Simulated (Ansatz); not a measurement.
# Effect of pressure 3 GPa on La2O3

Take La2O3 (space group P-3m1, No. 164; a = 3.906 Å, c = 6.040 Å) as the base.

It is then changed as follows: cell and atoms relaxed at a pressure of 3 GPa.

Computed with DFT with PBEsol, PAW potentials and a 420 eV plane-wave cutoff in Ansatz (a program for electronic structure), no spin-orbit coupling. Γ-centred 8×8×5 mesh, Fermi–Dirac width 0.05 eV.

```json
[
 {"quantity": "volume per atom", "base": "15.96 Å³", "changed": "15.57 Å³", "shift": "-0.39 Å³"},
 {"quantity": "density", "base": "6.78 g/cm³", "changed": "6.95 g/cm³", "shift": "+0.17 g/cm³"},
 {"quantity": "c/a ratio", "base": "1.546", "changed": "1.527", "shift": "-0.019"},
 {"quantity": "shortest interatomic distance", "base": "2.349 Å", "changed": "2.338 Å", "shift": "-0.011 Å"},
 {"quantity": "band gap", "base": "3.77 eV", "changed": "3.77 eV", "shift": "0.00 eV"},
 {"quantity": "gap character", "base": "indirect, L → K", "changed": "indirect, L → K", "shift": "–"},
 {"quantity": "smallest direct gap", "base": "3.86 eV", "changed": "3.85 eV", "shift": "-0.01 eV"},
 {"quantity": "mean gap deformation potential ΔEg/Δln V", "base": "–", "changed": "+0.2 eV", "shift": "–"},
 {"quantity": "width of the top valence band", "base": "0.41 eV", "changed": "0.43 eV", "shift": "+0.02 eV"},
 {"quantity": "electron mass", "base": "1.3 mₑ (at K)", "changed": "1.3 mₑ (at K)", "shift": "–"}
]
```

Load acts through the strain it causes; cell and atoms are relaxed under it. Effective masses come from finite differences of ±0.01 Å⁻¹. No phonon test of stability was made. The base started in C2/m and relaxed to P-3m1 at this level.
